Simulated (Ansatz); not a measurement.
# A computed series for SnO2: response to strain

The parent structure is SnO2 in the rutile structure (space group P4_2/mnm, No. 136).

```xyz
6
Lattice="4.8276 0.0000 0.0000 0.0000 4.8276 0.0000 0.0000 0.0000 3.2381" Properties=species:S:1:pos:R:3 pbc="T T T"
Sn     0.0000     0.0000     0.0000
Sn     2.4138     2.4138     1.6191
O      1.4800     1.4800     0.0000
O      3.8938     0.9337     1.6191
O      0.9337     3.8938     1.6191
O      3.3475     3.3475     0.0000
```

Cartesian axes are those of the cell as printed.

Strains are applied to the cell and any free atomic positions relax.

Computed with PBE in Ansatz (plane waves to 420 eV, PAW, spin-orbit coupling left out).

Notes on the quantities. energy relative to the base: free energy F.

| uniaxial strain ε_zz (%) | energy relative to the base (meV/atom) |
|---|---|
| 0 | 0.0 |
| 0.6 | 0.5 |
| 1.2 | 2.1 |
| 1.8 | 4.6 |
| 2.4 | ? |
| 3 | 12.4 |

Task: Fit ΔE = Aε² + Bε³ (ε in %) to the rows shown and predict the withheld row.

Result: Least squares on the printed values gives A = 1.49 and B = -0.037 meV/atom (largest residual 0.0 meV/atom); this predicts 8.1 meV/atom, and the run gives 8.0 meV/atom, in agreement.

Stability against distortions was not tested.

Ansatz is a quantum-chemistry and plane-wave program.
